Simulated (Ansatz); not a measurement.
Start from W in the bcc (W type) structure (space group Im-3m, No. 229; a = 3.169 Å; relaxed with 0.1 eV smearing). Axes: x, y, z lie along the cube axes.

Calculations: DFT with r2SCAN, PAW potentials and a 500 eV plane-wave cutoff in Ansatz (a program for electronic structure), no spin-orbit coupling.

Before the change:

| Property | Value |
|---|---|
| Volume per atom | 15.91 Å³ |

It is then changed as follows: biaxial strain −1.00 %, plane normal [001], relaxed out of plane (Cartesian); in-plane vectors clamped, the third vector and the atoms free.

Predict the new in-plane stress.

The mean in-plane stress (compression positive) is +6.2 GPa.

How does this affect the volume per atom?

The volume per atom shrinks by 0.20 Å³ (15.91 Å³ → 15.71 Å³).

Stability against distortions was not tested. All final runs are without spin polarisation.
